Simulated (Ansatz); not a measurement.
The parent structure is TiS in the CsCl type structure (space group Pm-3m, No. 221; a = 3.010 Å; a hypothetical phase, not in the database extracts checked).

The values are results of Kohn–Sham DFT with the PBEsol functional, run in Ansatz (a first-principles code) with PAW and 420 eV plane waves, no spin-orbit coupling, not measurements.

One change was made to it. Results:

```
quantity                base    after
-------------------  -------  -------
lattice parameter a  3.010 Å  3.437 Å
band gap                zero  1.17 eV
```

Which of these changes matches the shifts?
A) Ti → Ca
B) Ti → Sc
C) S → O

A, Ti → Ca. For comparison, the band gap in the other runs: Ti → Sc gives zero; S → O gives zero.

The magnetic state is the one reached from the starting moments; the real material's order can differ, and small cells can't hold many antiferromagnetic ones. Stability against distortions was not tested. As relaxed here, CaS is a hypothetical phase, not in the database extracts checked. For TiO in this form, whether it has been made was not checked. No Hubbard U is applied, and correlation can decide whether such a compound is a metal. Spin-polarised in the final run: ScS; the other runs are not.
